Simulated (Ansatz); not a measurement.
A self-consistent single point of ReRu (Pmma, 4 atoms in the cell) with Ansatz (an electronic-structure program).

Method of the run: PBE (plane waves, PAW; Ansatz).

```
ReRu
1.0
    4.23050     0.00000     0.00000
    0.00000     2.80046     0.00000
    0.00000     0.00000     4.31920
Ru Re
2 2
Direct
  0.75000   0.50000   0.31250
  0.25000   0.50000   0.68750
  0.75000   0.00000   0.81250
  0.25000   0.00000   0.18750
```

Reference input (self-consistent single point, DFT, PBE, plane waves, default PAW files): basis.ecutwfc = 420 eV; kpoints.mp_grid.grid = 9 14 9; hamiltonian.xc = pbe; hamiltonian.pseudopotentials = {kind: paw} (the program's default PAW files); scf.occupations.method = methfessel_paxton; scf.occupations.width = 0.272 eV. This run's input differs from it in these lines:

Ansatz 0.2 input:
```diff
@@ -13,3 +13,3 @@
 kpoints:
-  mp_grid: { grid: [9, 14, 9] }
+  mp_grid: { grid: [9, 13, 9] }
 hamiltonian:
@@ -18,3 +18,3 @@
 scf:
-  occupations: { method: methfessel_paxton, width: 0.272 }
+  occupations: { method: methfessel_paxton, width: 0.1 }
 output:
```

Output (repeated stretches shortened):

```
SCF iter   1: F=—  HF=-33492.420844 eV  |F-HF|=—  |Δ(HF+E_count)|=         —  Δρ=9.39e-3  dr2=2.28e-2  ethr=1.77e-3  ⟨swp⟩=5.3  Hψ=23926  notcnv=0
all-band conjugate gradients solve this SCF's bands
preconditioner: auto → Kerker (q_TF=auto, 2.817 Å⁻¹)
SCF iter   2: F=—  HF=-33492.421264 eV  |F-HF|=—  |Δ(HF+E_count)|=   4.21e-4  S|Δr|=    0.00e0  Δρ=5.30e-3  dr2=7.47e-3  ethr=3.69e-5  ⟨swp⟩=1.9  Hψ=9695  notcnv=0
SCF iter   3: F=—  HF=-33492.421934 eV  |F-HF|=—  |Δ(HF+E_count)|=   6.70e-4  S|Δr|=    0.00e0  Δρ=5.60e-4  dr2=1.44e-4  ethr=1.21e-5  ⟨swp⟩=2.0  Hψ=10321  notcnv=0
SCF iter   4: F=—  HF=-33492.421908 eV  |F-HF|=—  |Δ(HF+E_count)|=   2.64e-5  S|Δr|=    0.00e0  Δρ=9.21e-5  dr2=3.01e-6  ethr=2.33e-7  ⟨swp⟩=2.0  Hψ=10144  notcnv=0
SCF iter   5: F=—  HF=-33492.421847 eV  |F-HF|=—  |Δ(HF+E_count)|=   6.07e-5  S|Δr|=    0.00e0  Δρ=3.28e-5  dr2=7.09e-7  ethr=4.85e-9  ⟨swp⟩=2.0  Hψ=11727  notcnv=0
SCF iter   6: F=-33492.421847 eV  HF=-33492.421847 eV  |F-HF|=1.28e-8  |Δ(HF+E_count)|=   9.75e-8  S|Δr|=    0.00e0  Δρ=8.58e-6  dr2=2.81e-8  ethr=1.61e-10  ⟨swp⟩=6.1  Hψ=27800  notcnv=0
SCF 1 converged in 6 iterations: F = -33492.421847 eV  dr2 = 2.81e-8
Stability not checked (fill_not_monotonic)
Free energy (F): -33492.421847 eV
Internal energy: -33492.420381 eV  (E = F + TS)
E sigma→0 (E₀):  -33492.421480 eV
Entropy (-TS):   -0.001466 eV (-0.367 meV/atom)
Fermi energy:    26.921766 eV
--- Forces (eV/Å), atoms counted from 1 ---
  atom   1  Ru    -0.00000000     0.00000000     0.87025939
  atom   2  Ru     0.00000000    -0.00000000    -0.87025939
  atom   3  Re     0.00000000     0.00000000     0.96479702
  atom   4  Re    -0.00000000    -0.00000000    -0.96479702
--- Stress (GPa, compression-positive) ---
       46.674147      -0.000000      -0.000000
       -0.000000      30.076578      -0.000000
       -0.000000      -0.000000      79.102358
  P = ⅓ Tr σ = 51.9510 GPa (519.510 kbar)
  The stress holds the Pulay correction. Without it, at fixed plane waves, as pw.x and ABINIT print it: P = 51.7934 GPa
```

The run converged in 6 iterations. Against the reference run the free energy rises by 1.2 meV/atom, the pressure moves little (51.89 to 51.95 GPa) and the largest force goes from 1.003 to 0.965 eV/Å.

The starting cell was generated: these elements placed on a structure prototype, without a prior relaxation; it need not be a known phase or ordering of this composition. Its lattice was rescaled by a random factor within 2.5 % of one. Spin polarisation is off. With a pressure of about 52 GPa the cell is away from its equilibrium volume at this level. Ansatz's pressure includes its estimate of the finite-basis (Pulay) stress.
